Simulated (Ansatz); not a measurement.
```
CaTiO3
1.0
    3.84097     0.00000     0.00000
    0.00000     3.84097     0.00000
    0.00000     0.00000     3.84097
Ca Ti O
1 1 3
Direct
  0.00000   0.00000   0.00000
  0.50000   0.50000   0.50000
  0.00000   0.50000   0.50000
  0.50000   0.50000   0.00000
  0.50000   0.00000   0.50000
```

The cell was generated from a structure type, relaxed within its symmetry, and need not be the phase found at ambient conditions. The cell is fixed at its relaxed static size. Melting and transitions to other phases are not modelled. No magnetic order is allowed for.

### Question
Estimate each atom's mean-square displacement (sum over three axes) at 1000 K from path-integral sampling on the energy surface fitted in the stochastic self-consistent harmonic approximation in a 2×2×2 supercell, PBEsol in Ansatz (an electronic-structure program).

### Answer
Ca1 0.083 Å², Ti2 0.031 Å², O3 0.20 Å², O4 0.20 Å², O5 0.20 Å². Waves longer than the supercell are missing, so the values are low for an infinite crystal. Over all wave vectors of the supercell the softest harmonic mode is 208i cm⁻¹ at q = (0.50, 0.50, 0.50); the softest of the Hessian is 63i cm⁻¹ at q = (0.00, 0.50, 0.50) at 300 K (error 13; the run's verdict: unstable), 42i cm⁻¹ at q = (0.50, 0.50, 0.50) at 1000 K (error 53; the run's verdict: undecided).
